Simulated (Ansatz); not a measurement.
## Several settings converged on CaPbF₆ (I4mm, 8 atoms in the cell)

```yaml
crystal:
  lattice:
    - [0.00000, 4.32994, 4.32994]
    - [4.32994, 0.00000, 4.32994]
    - [4.32994, 4.32994, 0.00000]
  atoms:
    - { symbol: Ca, position: [0.50577, 0.50577, 0.49423] }
    - { symbol: Pb, position: [0.00000, 0.00000, 0.00000] }
    - { symbol: F, position: [0.76012, 0.76012, 0.23988] }
    - { symbol: F, position: [0.23988, 0.23988, 0.76012] }
    - { symbol: F, position: [0.23988, 0.76012, 0.76012] }
    - { symbol: F, position: [0.76012, 0.23988, 0.23988] }
    - { symbol: F, position: [0.76012, 0.23988, 0.76012] }
    - { symbol: F, position: [0.23988, 0.76012, 0.23988] }
```

Base method: LDA (PW92), default PAW files made with PBE (plane waves; Ansatz, a program for electronic structure).

Base settings: basis.ecutwfc = 420 eV; kpoints.mp_grid.grid = 4 4 4; hamiltonian.xc = lda; hamiltonian.pseudopotentials = {kind: paw} (the program's default PAW files); scf.occupations.method = fermi_dirac; scf.occupations.width = 0.01 eV.

The count of work is k-points × plane waves × bands × iterations; it is no time. Core times come from one kind of shared machine, to one figure; runs under 30 s give none.

**The cutoff for other potential files**

Level: DFT, LDA (PW92), plane waves, harder PAW files (source: ansatz) made with PBE.

In this ladder: hamiltonian.pseudopotentials = {kind: paw, source: ansatz}.

The second cell is the first with its lattice scaled by 0.98.

The mesh stays at the base's, so the ladder's end is converged at best in this setting alone.

The first pressure column holds Ansatz's estimate of the finite-basis (Pulay) stress, which hides part of the cutoff error; the other is without it.

Only quantities that move along the ladder and can be compared are tabulated.

```tsv
basis.ecutwfc	free energy less the last step's (meV/atom)	energy of the compressed cell less the first (meV/atom)	pressure (GPa)	pressure without the Pulay estimate (GPa)	largest difference of a force vector from the last step's (eV/Å)	count of work / last	core time / last (rough)
470 eV	2567.33	3.10	-2.17	-78.91	0.312	0.095	–
580 eV	657.44	-13.43	-3.44	-29.03	0.075	0.14	–
735 eV	78.14	-9.29	-3.23	-7.71	0.005	0.21	–
890 eV	6.21	-9.16	-3.24	-3.76	0.001	0.25	–
1050 eV	0.41	-9.23	-3.24	-3.26	0.000	0.35	0.4
1260 eV	0.21	-9.23	-3.24	-3.24	0.000	0.46	0.5
1575 eV	0.12	-9.23	-3.24	-3.24	0.000	0.65	0.6
2100 eV	0.00	-9.23	-3.24	-3.24	0.000	1.0	1
```

Coarsest basis.ecutwfc that holds the pressure within 0.05 GPa of the last step, with all finer ones: 735 eV, at 0.21 of the last step's count of work; the step before is off by 0.20 GPa.

Coarsest basis.ecutwfc that holds the forces within 0.01 eV/Å of the last step, with all finer ones: 735 eV, at 0.21 of the last step's count of work; the step before is off by 0.075 eV/Å.

Coarsest basis.ecutwfc that holds the energy of the compressed cell less the first within 0.2 meV/atom of the last step, with all finer ones: 735 eV, at 0.21 of the last step's count of work; the step before is off by 4.2 meV/atom.

The energy difference between the two cells stays within 1 meV/atom of the last step's from 735 eV on, the total only from 1050 eV on: much of the error is common to both cells and cancels.

At the lowest cutoff the pressure without the Pulay estimate lies 75.7 GPa under the last step's, the usual sign of Pulay stress in an incomplete plane-wave basis.

**The density cutoff**

The second cell is the first with its lattice scaled by 0.98.

The mesh stays at the base's, so the ladder's end is converged at best in this setting alone.

Only quantities that move along the ladder and can be compared are tabulated.

| basis.ecutrho_ratio | free energy less the last step's (meV/atom) | energy of the compressed cell less the first (meV/atom) | pressure (GPa) |
|---|---|---|---|
| 2 | -3.25 | -9.18 | -2.83 |
| 3 | 0.14 | -9.51 | -3.31 |
| 4 | 0.00 | -9.53 | -3.29 |
| 5 | 0.00 | -9.53 | -3.29 |
| 6 | 0.00 | -9.53 | -3.29 |
| 8 | 0.00 | -9.53 | -3.29 |
| 10 | 0.00 | -9.53 | -3.29 |
| 12 | 0.00 | -9.53 | -3.29 |
| 16 | 0.00 | -9.53 | -3.29 |

Coarsest basis.ecutrho_ratio that holds the pressure within 0.2 GPa of the last step, with all finer ones: 3; the step before is off by 0.46 GPa.

Coarsest basis.ecutrho_ratio that holds the energy of the compressed cell less the first within 0.2 meV/atom of the last step, with all finer ones: 3; the step before is off by 0.35 meV/atom.

Coarsest basis.ecutrho_ratio that holds the free energy within 1 meV/atom of the last step, with all finer ones: 3; the step before is off by 3.2 meV/atom.

The energy difference between the two cells stays within 1 meV/atom of the last step's from 2 on, the total only from 3 on: much of the error is common to both cells and cancels.

**The relaxed cell against the cutoff**

On CaPbF₆ (Fm-3m, 8 atoms in the cell): atoms on their sites.

In this ladder: relax = cell and atoms.

The mesh stays at the base's, so the ladder's end is converged at best in this setting alone.

Only quantities that move along the ladder and can be compared are tabulated.

| basis.ecutwfc | relaxed volume (Å³/atom) | relaxation steps |
|---|---|---|
| 210 eV | 18.792 | 46 |
| 295 eV | 19.072 | 21 |
| 355 eV | 19.117 | 12 |
| 420 eV | 19.128 | 7 |
| 505 eV | 19.135 | 5 |
| 630 eV | 19.134 | 5 |
| 840 eV | 19.136 | 5 |

Coarsest basis.ecutwfc that holds the relaxed volume within 0.038 Å³/atom of the last step, with all finer ones: 355 eV; the step before is off by 0.064 Å³/atom.

At the lowest cutoff the cell relaxes to a volume 1.8 % smaller than at the highest. Ansatz relaxes on a stress corrected for the finite basis.

On the base run: the starting cell comes from a database of computed structures (which also holds hypothetical and non-ambient phases and stackings), without a prior relaxation at this level. Its lattice was rescaled by up to half a per cent. One atom was moved a little off its site on purpose.

Left out of this page: 1 run of the series failed or unconverged.

Keys are those of Ansatz 0.2.
